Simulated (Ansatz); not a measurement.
The parent structure is CuAu (space group P4/mmm, No. 123; a = 2.8694 Å, c = 3.6452 Å; relaxed with 0.1 eV smearing).

The values are results of Kohn–Sham DFT with the PBE functional, run in Ansatz (a quantum-chemistry and plane-wave program) with PAW and 420 eV plane waves, scalar-relativistic without spin-orbit coupling, not measurements.

Strains are applied to the cell and any free atomic positions relax.

One change was made to it. Results:

```tsv
quantity	base	after
pressure (mean of the normal stresses, compression positive)	0.0 GPa	4.6 GPa
energy relative to the base (free energy F)	0 meV/atom	+6.2 meV/atom
band gap	zero	zero
```

Task: Name the change that was made.
A. isotropic strain −1.00 %
B. isotropic strain −1.50 %
C. isotropic strain +1.50 %
D. isotropic strain −3.00 %

Result: A, isotropic strain −1.00 %. For comparison, the energy relative to the base in the other runs: isotropic strain −1.50 % gives +14 meV/atom; isotropic strain −3.00 % gives +61 meV/atom; isotropic strain +1.50 % gives +12 meV/atom.

Stability against distortions was not tested. The final runs are not spin-polarised.
